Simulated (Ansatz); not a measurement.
Consider MoP (space group P-6m2, No. 187; relaxed with 0.1 eV smearing).

```yaml
crystal:
  lattice:
    - [3.20755, 0.00000, 0.00000]
    - [-1.60378, 2.77782, 0.00000]
    - [0.00000, 0.00000, 3.17271]
  atoms:
    - { symbol: Mo, position: [0.00000, 0.00000, 0.00000] }
    - { symbol: P, position: [0.66667, 0.33333, 0.50000] }
```

Cartesian axes are those of the cell as printed.

All numbers come from PBEsol (Ansatz, an electronic-structure program; PAW; 420 eV plane waves; no SOC).

Perturbation: compressive biaxial strain of 1.35 % in the plane normal to [001], as in epitaxy on a mismatched substrate; the out-of-plane cell vector and the atoms relax.

Problem. Estimate the effect on the out-of-plane strain and in-plane stress.

Solution. The out-of-plane strain is +0.90 %; the mean in-plane stress (compression positive) amounts to +5.5 GPa.

Whether these cells are dynamically stable was not tested. All final runs are without spin polarisation. An odd electron count without spin: MoP.
